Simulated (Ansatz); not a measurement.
# How a calculation on Cu4I3Br (C2/m, 8 atoms in the cell) responds to its settings

```
CELL_PARAMETERS angstrom
      6.63241    -2.00419     0.00000
      6.63241     2.00419     0.00000
     -1.21096     0.00000     6.82219
ATOMIC_POSITIONS crystal
  Cu 0.37522 0.37522 0.12684
  Cu 0.62478 0.62478 0.87316
  Cu 0.87592 0.87592 0.62358
  Cu 0.12408 0.12408 0.37642
  I  0.75102 0.75102 0.25274
  I  0.24898 0.24898 0.74726
  I  0.00000 0.00000 0.00000
  Br 0.50000 0.50000 0.50000
```

Base run A: LDA (PW92), default PAW files made with PBE run with Ansatz (a first-principles code), self-consistent single point.

Its settings: basis.ecutwfc = 420 eV; kpoints.mp_grid.grid = 5 5 3; hamiltonian.xc = lda; hamiltonian.pseudopotentials = {kind: paw} (the program's default PAW files); scf.occupations.method = cold; scf.occupations.width = 0.1 eV.

The starting cell comes from a database of computed structures (which also holds hypothetical and non-ambient phases and stackings), without a prior relaxation at this level. Spin polarisation is off, so a magnetic state, if there is one, cannot be reached. In the base run, with a pressure of about -6 GPa the cell is away from its equilibrium volume at this level. Ansatz's pressure includes its estimate of the finite-basis (Pulay) stress. The run gives no clean gap (levels at the Fermi energy touch, overlap or are partly filled at this smearing), which alone does not show that the compound is a metal.

```json
[
 {"run": "A", "change": "base", "pressure (GPa)": "-5.86", "largest force (eV/Å)": "0.130"},
 {"run": "B", "change": "hamiltonian.xc: lda → pbesol [PBEsol]", "pressure (GPa)": "-3.70", "largest force (eV/Å)": "0.114"},
 {"run": "C", "change": "hamiltonian.xc: lda → rpbe [RPBE]", "pressure (GPa)": "2.52", "largest force (eV/Å)": "0.097"},
 {"run": "D", "change": "hamiltonian.xc: lda → revpbe [revPBE]", "pressure (GPa)": "1.85", "largest force (eV/Å)": "0.099"},
 {"run": "E", "change": "hamiltonian.xc: lda → blyp [BLYP]", "pressure (GPa)": "4.65", "largest force (eV/Å)": "0.123"},
 {"run": "F", "change": "basis.ecutwfc: 420 eV → 500 eV; hamiltonian.xc: lda → r2scan; width narrowed by the program to 0.0230 eV [r2SCAN]", "pressure (GPa)": "-0.69", "largest force (eV/Å)": "0.123"}
]
```

Run B against A: The pressure goes from -5.86 to -3.70 GPa and the largest force goes from 0.130 to 0.114 eV/Å.

Run C against A: The pressure goes from -5.86 to 2.52 GPa and the largest force goes from 0.130 to 0.097 eV/Å.

Run D against A: The pressure goes from -5.86 to 1.85 GPa and the largest force goes from 0.130 to 0.099 eV/Å.

Keys are those of Ansatz 0.2.
